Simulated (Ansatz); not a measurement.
An Ansatz (an electronic-structure program) input (PBEsol (Ansatz, PAW, spin-orbit coupling left out)):

Ansatz 0.2 input:
```yaml
crystal:
  lattice:
    - [5.0629193634, 0, 0]
    - [0, 5.0629193634, 0]
    - [0, 0, 5.0629193634]
  atoms:
    - { symbol: Ba, position: [0, 0, 0] }
    - { symbol: Bi, position: [0, 0.5, 0.5] }
    - { symbol: Bi, position: [0.5, 0, 0.5] }
    - { symbol: Bi, position: [0.5, 0.5, 0] }
basis: { ecutwfc: 420, ecutrho_ratio: 4, xc_grid: 2, fft_grid_basis: typed }
kpoints: { mp_grid: { grid: [9, 9, 9] } }
hamiltonian:
  xc: pbesol
  dispersion: none
  pseudopotentials: { kind: paw }
scf: { occupations: { method: fermi_dirac, width: 0.05 }, convergence: { dr2_threshold: 0.0000000004 } }
output: { forces: true, stress: true }
```

Which symmetry and how many k-points will the program report, and about how many plane waves at Γ?

Space group Pm-3m (ITA 221) with 48 operations, k-points 35 of 729, and 2517 plane waves at Γ.

Whether these cells are dynamically stable was not tested. The cell is BaBi3 in the Cu3Au type structure (space group Pm-3m, No. 221; a cell from a computed database, its experimental status unchecked).
